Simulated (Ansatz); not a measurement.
Voigt–Reuss–Hill shear modulus (GPa) of solids drawn from the class of intermetallic compounds, at two levels: PBE in Ansatz (PAW), and PBEsol (Ansatz, an electronic-structure program, PAW).

| solid | PBE | PBEsol | shift (%) |
|---|---|---|---|
| CsCl-type CuZn | 34.9 | 40.2 | +15.2 |
| L1₀ (CuAu-type) TiAl | 69.4 | 71.8 | +3.5 |
| L1₂ (Cu3Au-type) Al₃Sc | 70.3 | 75.7 | +7.7 |
| fluorite AuAl₂ | 37.8 | 41.1 | +8.7 |
| L1₂ (Cu3Au-type) Cu₃Au | 46.5 | 56.6 | +22 |
| fluorite PtAl₂ | 38.9 | 41.6 | +6.9 |
| CsCl-type RuAl | 107 | 115 | +7.5 |
| L1₀ (CuAu-type) CuAu | 28.8 | 38.2 | +33 |
| L1₂ (Cu3Au-type) Ni₃Fe | 95.8 | 109 | +13.8 |
| CsCl-type PdIn | 27.2 | 33.8 | +24 |

The shifts run from +3.5 % to +33 %, with a median of +11.3 %.

Over all 10 rows PBEsol is the larger in 10.

Ansatz's runs of these crystals have no spin polarisation, but for L1₂ (Cu3Au-type) Ni3Fe.

Density-functional runs with spin start from parallel moments for L1₂ (Cu3Au-type) Ni3Fe.

Spin–orbit coupling is left out, also for the solids with elements from indium on (fluorite AuAl2, L1₂ (Cu3Au-type) Cu3Au, fluorite PtAl2, L1₀ (CuAu-type) CuAu, CsCl-type PdIn); its size isn't shown.

Each level is taken at its own relaxed cell. Ansatz's density-functional and Hartree–Fock values are scalar-relativistic unless marked +SOC, with PAW data made under PBE.
